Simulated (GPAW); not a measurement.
A self-consistent single point of NaF (Fm-3m, 2 atoms in the cell) with GPAW.

Method: PBE, GPAW PAW datasets PBE (gpaw-data 1.0.1) (plane waves; GPAW).

The change in words: lattice scaled by 0.98. Reference geometry:
```
NaF
1.0
    0.00000     2.26738     2.26738
    2.26738     0.00000     2.26738
    2.26738     2.26738     0.00000
Na F
1 1
Cartesian
  0.00000   0.00000   0.00000
  2.26738   2.26738   2.26738
```

Reference input (self-consistent single point, DFT PBE, plane waves, GPAW PAW datasets PBE (gpaw-data 1.0.1)): mode = pw; ecut = 950 eV; xc = PBE; kpts = 10 10 10; mesh shift (steps) = 0 0 0; occupations.name = fermi-dirac; occupations.width = 0 eV; nbands = -6; convergence.forces = 0.001 eV/Å; convergence.bands = -4; symmetry.symmorphic = false; symmetry.tolerance = 0.0005. This run's input differs from it in these lines:

```diff
@@ -5,5 +5,5 @@
 atoms = Atoms(['Na', 'F'],
-              cell=[[0.000000, 2.267379, 2.267379],
-                    [2.267379, 0.000000, 2.267379],
-                    [2.267379, 2.267379, 0.000000]],
+              cell=[[0.000000, 2.222031, 2.222031],
+                    [2.222031, 0.000000, 2.222031],
+                    [2.222031, 2.222031, 0.000000]],
               scaled_positions=[[0.000000, 0.000000, 0.000000],
```

Output, abridged:

```
     iter     time        total  log10-change:
                         energy   eigst   dens  force
iter:   1 --:--:--    -8.941149   +1.13
iter:   2 --:--:--    -8.819738   -0.11  -1.24
iter:   3 --:--:--    -8.480868   -0.86  -1.28
iter:   4 --:--:--    -8.473419   -1.79  -1.50
iter:   5 --:--:--    -8.472239   -2.34  -1.80
iter:   6 --:--:--    -8.482746   -2.09  -2.73
iter:   7 --:--:--    -8.471983   -2.55  -2.16
iter:   8 --:--:--    -8.471807   -3.32  -2.95
iter:   9 --:--:--    -8.471751c  -4.29  -3.34
iter:  10 --:--:--    -8.471731c  -5.54  -3.45
iter:  11 --:--:--    -8.471730c  -6.09  -4.10c
iter:  12 --:--:--    -8.471731c  -6.50  -4.79c
iter:  13 --:--:--    -8.471730c  -6.66  -4.25c
iter:  14 --:--:--    -8.471730c  -7.67c -4.94c
iter:  15 --:--:--    -8.471730c  -8.21c -4.85c -22.77c
Converged after 15 iterations.

Dipole moment: (-0.000000, -0.000000, -0.000000) |e|*Ang

Energy contributions relative to reference atoms: (reference = -7132.691283)

Kinetic:        +16.097360
Potential:      -14.160033
External:        +0.000000
XC:             -10.366328
Entropy (-ST):   +0.000000
Local:           -0.042728
SIC:             +0.000000
--------------------------
Free energy:     -8.471730
Extrapolated:    -8.471730

Showing only first 2 kpts
 Kpt  Band  Eigenvalues  Occupancy
  0     5     -1.08570    2.00000
  0     6     -1.08570    2.00000
  0     7      5.98865    0.00000
  0     8     18.85024    0.00000

  1     5     -1.13521    2.00000
  1     6     -1.13521    2.00000
  1     7      6.50234    0.00000
  1     8     17.28623    0.00000

Fermi level: 2.45148

Gap: 7.074 eV
Transition (v -> c):
  (s=0, k=0, n=6, [0.00, 0.00, 0.00]) -> (s=0, k=0, n=7, [0.00, 0.00, 0.00])
No difference between direct/indirect transitions
Energy (eV): -8.47173

Forces in eV/Ang:
  0 Na    0.00000   -0.00000   -0.00000
  1 F     0.00000    0.00000   -0.00000

Stress tensor:
    -0.063636    -0.000000    -0.000000
    -0.000000    -0.063636    -0.000000
    -0.000000    -0.000000    -0.063636
Stress (GPa, Voigt): [-10.1957 -10.1957 -10.1957  -0.      -0.      -0.    ]
```

The run converged in 15 iterations. GPAW prints stress with tension positive. Against the reference run the free energy rises by 37.5 meV/atom and the gap on the mesh goes from 6.698 to 7.074 eV.

At such cutoffs GPAW's stress carries a finite-basis (Pulay) error, which enters relaxed cells too; its log prints stress with tension positive.

The starting cell comes from a database of computed structures (which also holds hypothetical and non-ambient phases and stackings), without a prior relaxation at this level. Its lattice was rescaled by a random factor within 2.5 % of one. For this run, on top of that: lattice scaled by 0.98.
